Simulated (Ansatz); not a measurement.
A self-consistent single point of Ba3Te (I4/mmm, 4 atoms in the cell) with Ansatz (a quantum-chemistry and plane-wave program).

Computed with LDA (PW92), PAW files made with PBE (plane waves; Ansatz).

```
CELL_PARAMETERS angstrom
     -2.63485     2.63485     6.59543
      2.63485    -2.63485     6.59543
      2.63485     2.63485    -6.59543
ATOMIC_POSITIONS crystal
  Ba 0.75000 0.25000 0.50000
  Ba 0.25000 0.75000 0.50000
  Ba 0.50000 0.50000 0.00000
  Te 0.00000 0.00000 0.00000
```

Reference input (self-consistent single point, DFT, PBEsol, plane waves, PAW files made with PBE): basis.ecutwfc = 30.9 Ry; kpoints.mp_grid.grid = 6 6 6; hamiltonian.xc = pbesol; hamiltonian.pseudopotentials = {kind: paw} (the program's default PAW files); scf.occupations.method = gaussian; scf.occupations.width = 0.02 Ry. This run's input differs from it in these lines:

Ansatz 0.2 input:
```diff
@@ -17,3 +17,3 @@
 hamiltonian:
-  xc: pbesol
+  xc: lda
   pseudopotentials:
```

The program printed (abridged):

```
SCF iter   1: F=—  HF=-24175.037525 eV  |F-HF|=—  |Δ(HF+E_count)|=         —  Δρ=5.66e-2  dr2=3.41e1  ethr=3.10e-3  ⟨swp⟩=8.0  Hψ=4528  notcnv=0
all-band conjugate gradients solve this SCF's bands
preconditioner: auto → Kerker (q_TF=auto, 2.167 Å⁻¹)
SCF iter   2: F=—  HF=-24170.134498 eV  |F-HF|=—  |Δ(HF+E_count)|=    4.90e0  Δρ=2.24e-2  dr2=5.49e0  ethr=3.10e-3  ⟨swp⟩=3.0  Hψ=2205  notcnv=0
   [... lines left out ...]
SCF iter   7: F=—  HF=-24168.797295 eV  |F-HF|=—  |Δ(HF+E_count)|=   4.77e-5  Δρ=9.11e-5  dr2=3.97e-5  ethr=8.52e-7  ⟨swp⟩=2.2  Hψ=1388  notcnv=0
SCF iter   8: F=—  HF=-24168.797352 eV  |F-HF|=—  |Δ(HF+E_count)|=   5.73e-5  Δρ=3.25e-5  dr2=1.28e-5  ethr=8.63e-8  ⟨swp⟩=2.2  Hψ=1441  notcnv=0  defer=1
SCF iter   9: F=—  HF=-24168.797350 eV  |F-HF|=—  |Δ(HF+E_count)|=   2.70e-6  Δρ=1.03e-5  dr2=1.27e-6  ethr=2.79e-8  ⟨swp⟩=1.6  Hψ=997  notcnv=0  defer=1
SCF iter  10: F=-24168.797349 eV  HF=-24168.797349 eV  |F-HF|=9.47e-9  |Δ(HF+E_count)|=   2.64e-7  Δρ=2.26e-6  dr2=2.29e-8  ethr=2.17e-10  ⟨swp⟩=11.2  Hψ=5737  notcnv=0
SCF 1 converged in 10 iterations: F = -24168.797349 eV  dr2 = 2.29e-8
Free energy (F): -24168.797349 eV
Internal energy: -24168.620557 eV  (E = F + TS)
E sigma→0 (E₀):  -24168.708953 eV
Entropy (-TS):   -0.176792 eV (-44.198 meV/atom)
Fermi energy:    8.078462 eV
--- Forces (eV/Å), atoms counted from 1 ---
  atom   1  Ba     0.00000000     0.00000000    -0.00000000
   [... zero for the other atoms too ...]
--- Stress (GPa, compression-positive) ---
       -1.895460      -0.000000      -0.000000
       -0.000000      -1.895460       0.000000
       -0.000000       0.000000      -2.296059
  P = ⅓ Tr σ = -2.0290 GPa (-20.290 kbar)
  The stress holds the Pulay correction. Without it, at fixed plane waves, as pw.x and ABINIT print it: P = -2.0425 GPa
```

The run converged in 10 iterations. Against the reference run the pressure goes from -1.16 to -2.03 GPa.

The starting cell comes from a database of computed structures (which also holds hypothetical and non-ambient phases and stackings), without a prior relaxation at this level. Its lattice was rescaled by a random factor within 2.5 % of one. Ansatz's pressure includes its estimate of the finite-basis (Pulay) stress. The run gives no clean gap (levels at the Fermi energy touch, overlap or are partly filled at this smearing), which alone does not show that the compound is a metal.
